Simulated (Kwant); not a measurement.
Computed with Kwant: Hückel tight-binding model, one pz orbital an atom, one spin, coherent transport at 0 K. Conductance is in e²/h.

Model system: π system c1ccc2ncccc2c1 between two chain leads. The π system is taken as planar. Atoms are numbered from 0 in the order of the SMILES. Site energies (eV, carbon 0): [0.0, 0.0, 0.0, 0.0, -1.2, 0.0, 0.0, 0.0, 0.0, 0.0]. Bonds (i, j, β in eV): (0,1,-2.4) (1,2,-2.4) (2,3,-2.4) (3,4,-2.4) (4,5,-2.4) (5,6,-2.4) (6,7,-2.4) (7,8,-2.4) (8,9,-2.4) (9,0,-2.4) (8,3,-2.4). Leads: chains of hopping −3.6 eV, joined by −0.48 eV to atoms 5 and 6.

Site energies and bond integrals are typed Hückel values.

Sweep values stay those of the base run.

One input was changed, with this effect: transmission at E = 0 0.00032 → 0.00014.

**Question.** Which change was it?
(A) contacts moved from atoms [5, 6] to [1, 7]
(B) contacts moved from atoms [5, 6] to [0, 2]
(C) contacts moved from atoms [5, 6] to [0, 6]
(D) contacts moved from atoms [5, 6] to [5, 7]
(E) contacts moved from atoms [5, 6] to [2, 5]
(F) contacts moved from atoms [5, 6] to [0, 1]

**Answer.** D, contacts moved from atoms [5, 6] to [5, 7]
